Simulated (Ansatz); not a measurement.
Results of r²SCAN (Ansatz, a quantum-chemistry and plane-wave program, plane waves, PAW) for A15 Mo₃Si.

Numerical settings: plane-wave cutoff 500 eV, 8×8×8 k mesh, Fermi–Dirac smearing 0.05 eV, no spin polarisation, scalar-relativistic PAW data made under PBE.

Computed at the level's own relaxed cell.

### Question
What does this level give for the equilibrium volume per atom and lattice constant a?

### Answer

- equilibrium volume per atom = 14.57 Å³/atom
- lattice constant a = 4.885 Å

Measured, for comparison: lattice constant a 4.889 Å (temperature not stated, copied from a table, unchecked, no zero-point or thermal correction; as tabulated in Dopovidi Akademii Nauk Ukrains'koi RSR, Seriya A: Fiziko-Tekhnichni ta Matematichni Nauki 1970, 553 (1970)). Computed (rounded) less measured: lattice constant a not scored (unchecked).

The computed numbers hold no vibrational or temperature effects.

It cost very roughly 90 core-seconds of CPU time.
